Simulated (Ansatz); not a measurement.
The parent structure is HgSe in the zinc blende structure (space group F-43m, No. 216; a = 6.063 Å). Axes: x, y, z lie along the cube axes.

Computed with LDA (Ansatz, a first-principles code, PAW, no SOC).

Strains are applied to the cell and any free atomic positions relax; under biaxial strain the out-of-plane vector relaxes too.

One change was made to it. Results:

```json
[
 {"quantity": "energy relative to the base (free energy F)", "base": "0 meV/atom", "after": "+4.4 meV/atom"},
 {"quantity": "shortest interatomic distance", "base": "2.625 Å", "after": "2.608 Å"},
 {"quantity": "pressure (mean of the normal stresses, compression positive)", "base": "0.0 GPa", "after": "1.0 GPa"}
]
```

Which change produced these results?
A. biaxial strain −2.50 %, plane normal [111], relaxed out of plane
B. biaxial strain −1.67 %, plane normal [111], relaxed out of plane
C. biaxial strain −0.83 %, plane normal [111], relaxed out of plane
D. biaxial strain +0.83 %, plane normal [111], relaxed out of plane

B, biaxial strain −1.67 %, plane normal [111], relaxed out of plane. For comparison, the energy relative to the base in the other runs: biaxial strain −0.83 %, plane normal [111], relaxed out of plane gives +1.1 meV/atom; biaxial strain −2.50 %, plane normal [111], relaxed out of plane gives +9.7 meV/atom; biaxial strain +0.83 %, plane normal [111], relaxed out of plane gives +1.1 meV/atom.

The mesh was chosen for an insulator and is coarse for the gapless case. No phonon test of stability was made. All final runs are without spin polarisation.
